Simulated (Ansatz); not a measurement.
Ansatz (a quantum-chemistry and plane-wave program) run on BeTe (F-43m, 2 atoms in the cell): self-consistent single point.

Level of theory: PBE (plane waves, PAW; Ansatz).

The change in words: lattice scaled by 0.98; basis.ecutwfc: 420 eV → 335 eV. Reference geometry:
```yaml
crystal:
  lattice:
    - [0.00000, 2.80092, 2.80092]
    - [2.80092, 0.00000, 2.80092]
    - [2.80092, 2.80092, 0.00000]
  atoms:
    - { symbol: Be, position: [0.00000, 0.00000, 0.00000] }
    - { symbol: Te, position: [0.25000, 0.25000, 0.25000] }
```

Reference input (self-consistent single point, DFT, PBE, plane waves, default PAW files): basis.ecutwfc = 420 eV; kpoints.mp_grid.grid = 8 8 8; hamiltonian.xc = pbe; hamiltonian.pseudopotentials = {kind: paw} (the program's default PAW files); scf.occupations.method = fermi_dirac; scf.occupations.width = 0.05 eV. This run's input differs from it in these lines:

Ansatz 0.2 input:
```diff
@@ -3,5 +3,5 @@
   lattice:
-    - [0.000000, 2.800925, 2.800925]
-    - [2.800925, 0.000000, 2.800925]
-    - [2.800925, 2.800925, 0.000000]
+    - [0.000000, 2.744906, 2.744906]
+    - [2.744906, 0.000000, 2.744906]
+    - [2.744906, 2.744906, 0.000000]
   atoms:
@@ -10,3 +10,3 @@
 basis:
-  ecutwfc: 420.0
+  ecutwfc: 335.0
 kpoints:
```

Log, with long lists cut:

```
SCF iter   1: F=—  HF=-7073.361364 eV  |F-HF|=—  |Δ(HF+E_count)|=         —  Δρ=5.53e-4  dr2=1.11e-4  ethr=1.77e-3  ⟨swp⟩=6.1  Hψ=2267  notcnv=0
all-band conjugate gradients solve this SCF's bands
preconditioner: auto → none
SCF iter   2: F=—  HF=-7073.361189 eV  |F-HF|=—  |Δ(HF+E_count)|=   1.75e-4  Δρ=5.29e-4  dr2=1.61e-4  ethr=6.17e-7  ⟨swp⟩=2.2  Hψ=896  notcnv=0
SCF iter   3: F=—  HF=-7073.361148 eV  |F-HF|=—  |Δ(HF+E_count)|=   4.11e-5  Δρ=3.02e-4  dr2=3.95e-5  ethr=6.17e-7  ⟨swp⟩=2.3  Hψ=641  notcnv=0
SCF iter   4: F=—  HF=-7073.361108 eV  |F-HF|=—  |Δ(HF+E_count)|=   4.02e-5  Δρ=8.92e-5  dr2=5.16e-6  ethr=2.19e-7  ⟨swp⟩=2.0  Hψ=638  notcnv=0
SCF iter   5: F=—  HF=-7073.361106 eV  |F-HF|=—  |Δ(HF+E_count)|=   1.76e-6  Δρ=4.38e-5  dr2=1.29e-6  ethr=2.87e-8  ⟨swp⟩=2.0  Hψ=636  notcnv=0
SCF iter   6: F=—  HF=-7073.361106 eV  |F-HF|=—  |Δ(HF+E_count)|=   5.12e-7  Δρ=1.76e-5  dr2=2.00e-7  ethr=7.17e-9  ⟨swp⟩=2.0  Hψ=638  notcnv=0
SCF iter   7: F=-7073.361106 eV  HF=-7073.361106 eV  |F-HF|=1.87e-8  |Δ(HF+E_count)|=   9.32e-8  Δρ=5.25e-6  dr2=1.77e-8  ethr=5.56e-10  ⟨swp⟩=4.4  Hψ=1178  notcnv=0
SCF 1 converged in 7 iterations: F = -7073.361106 eV  dr2 = 1.77e-8
Free energy (F): -7073.361106 eV
Internal energy: -7073.361106 eV  (E = F + TS)
E sigma→0 (E₀):  -7073.361106 eV
Fermi energy:    9.381085 eV
--- Forces (eV/Å), atoms counted from 1 ---
  atom   1  Be     0.00000000     0.00000000     0.00000000
  atom   2  Te     0.00000000    -0.00000000     0.00000000
--- Stress (GPa, compression-positive) ---
        6.386074       0.000000      -0.000000
        0.000000       6.386074       0.000000
        0.000000       0.000000       6.386074
  P = ⅓ Tr σ = 6.3861 GPa (63.861 kbar)
  The stress holds the Pulay correction. Without it, at fixed plane waves, as pw.x and ABINIT print it: P = 5.9220 GPa
```

The run converged in 7 iterations. Against the reference run the free energy goes up by 37.4 meV/atom, the pressure goes from 1.99 to 6.39 GPa and the gap on the mesh goes from 1.949 to 1.790 eV.

The starting cell has typed, rounded lattice constants, without a prior relaxation at this level. Its lattice was rescaled by up to half a per cent. For this run, on top of that: lattice scaled by 0.98. Spin-orbit coupling is off. Ansatz's pressure includes its estimate of the finite-basis (Pulay) stress. The cutoff lies below the one recommended for these files.
